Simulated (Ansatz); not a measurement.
Base system: ZnCu$_{2}$SnS$_{4}$ (space group I-4, No. 82; a = 5.3737 Å, c = 10.7548 Å). Axes: x, y, z lie along a, b, c of the conventional cell.

The values are results of DFT with PBEsol, PAW potentials and a 420 eV plane-wave cutoff in Ansatz (an electronic-structure program), scalar-relativistic without spin-orbit coupling, not measurements.

Before the change:

* **Shortest interatomic distance**: 2.271 Å

One thing is altered: biaxial strain −2.25 %, plane normal [001], relaxed out of plane (Cartesian); in-plane vectors clamped, the third vector and the atoms free.

**Question.** What happens to the in-plane stress?

**Answer.** The mean in-plane stress (compression positive) is +2.0 GPa.

**Question.** Predict the new shortest interatomic distance.

**Answer.** The shortest interatomic distance decreases by 0.0128 Å to 2.259 Å.

**Question.** What happens to the ratio −ε⊥/ε∥?

**Answer.** The ratio −ε⊥/ε∥ comes out as 1.27.

Whether these cells are dynamically stable was not tested. All final runs are without spin polarisation.
